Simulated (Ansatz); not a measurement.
Here is the system:

```yaml
crystal:
  lattice:
    - [3.15067, 0.00000, 0.00000]
    - [-1.57533, 2.75612, 0.00000]
    - [0.00000, 0.00000, 5.12352]
  atoms:
    - { symbol: Zr, position: [0.66379, 0.32757, 0.75000] }
    - { symbol: Zr, position: [0.33621, 0.67243, 0.25000] }
```

No spin polarisation.

Level of theory: PBEsol (Ansatz, an electronic-structure program, PAW, spin-orbit coupling left out). k-mesh 21×21×11 (Γ-centred); smearing 0.1 eV (Fermi–Dirac).

Problem. Predict the band gap and stress.

Solution. 
- Band gap = zero
- Stress (xx, yy, zz, yz, xz, xy; compression positive) = (1.4, 0.8, 0.7, 0.0, 0.0, 0.0) GPa

The cells carry an imposed strain or load. Whether these cells are dynamically stable was not tested. The final runs are not spin-polarised. The cell was made from Zr in the hcp (Mg type) structure (space group P6_3/mmc, No. 194) by this change: uniaxial strain ε_xx = −1.00 %.
